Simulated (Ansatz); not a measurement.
The starting structures come from a database of crystals and need not be the phases stable at ambient conditions.

Inside the gap of an insulator the Bloch states are evanescent, with a wavenumber k + iκ along the transport direction.

Consider the following.

```yaml
crystal:
  lattice:
    - [5.68416, 0.00000, 0.00000]
    - [2.84208, 9.17972, 0.00000]
    - [2.84208, 0.87992, 4.84335]
  atoms:
    - { symbol: K, position: [0.89270, 0.32191, 0.89270] }
    - { symbol: K, position: [0.10730, 0.67809, 0.10730] }
    - { symbol: K, position: [0.70786, 0.87643, 0.70786] }
    - { symbol: K, position: [0.29214, 0.12357, 0.29214] }
    - { symbol: Cd, position: [0.50000, 0.50000, 0.50000] }
    - { symbol: P, position: [0.41146, 0.76561, 0.41146] }
    - { symbol: P, position: [0.58854, 0.23439, 0.58854] }
```

Space group of this cell: R-3m. The cell is taken as given; by PBEsol its mean pressure is -0.5 GPa.

Transport runs along the normal of the first two printed cell vectors, the (101) plane of the conventional cell.

No gap correction and no spin-orbit coupling; mid-gap values are interpolated between computed energies.

Q: State the band gap and the smallest decay constant κ at mid-gap according to Ansatz (an electronic-structure program) with PBEsol.

A: Gap 0.80 eV on a 6×6×6 mesh; κ = 0.151 1/Å, at the zone centre.
